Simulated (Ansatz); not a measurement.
The parent structure is Bi2Te3 in the Bi2Te3 type structure (space group R-3m, No. 166).

```yaml
crystal:
  lattice:
    - [2.19356, 1.26645, 10.09527]
    - [-2.19356, 1.26645, 10.09527]
    - [0.00000, -2.53291, 10.09527]
  atoms:
    - { symbol: Bi, position: [0.40015, 0.40015, 0.40015] }
    - { symbol: Bi, position: [0.59985, 0.59985, 0.59985] }
    - { symbol: Te, position: [0.00000, 0.00000, 0.00000] }
    - { symbol: Te, position: [0.20935, 0.20935, 0.20935] }
    - { symbol: Te, position: [0.79065, 0.79065, 0.79065] }
```

Cartesian axes are those of the cell as printed.

Calculations: PBE-D3(BJ) (Ansatz, an electronic-structure program, PAW, no spin-orbit coupling).

For the base:

| Quantity | Value |
|---|---|
| Band gap | 0.26 eV |
| Electron mass | 0.13 mₑ along c, 0.074 mₑ across (at Γ) |
| Valence-band top at Γ | 0.00, -0.90, -0.90 eV |

The change: biaxial strain +0.66 %, plane normal [001], relaxed out of plane (Cartesian); in-plane vectors clamped, the third vector and the atoms free.

### Question
What happens to the band gap, electron mass, valence-band top at Γ, energy relative to the base and in-plane stress?

### Answer
The band gap shrinks by 0.036 eV to 0.23 eV; the electron mass becomes 0.12 mₑ out of plane, 0.073 mₑ in plane (at Γ) (base: 0.13 mₑ along c, 0.074 mₑ across (at Γ)); the valence-band top at Γ (three highest levels, from the VBM) remains 0.00, -0.90, -0.90 eV; the energy goes up by 0.6 meV/atom; the mean in-plane stress (compression positive) amounts to -0.4 GPa.

With Bi and Te present, leaving out spin-orbit coupling can change the band edges. Masses are band curvatures over ±0.01 Å⁻¹ around the edge. Stability against distortions was not tested. The zero or small gap of Bi2Te3 can change with the level of theory.
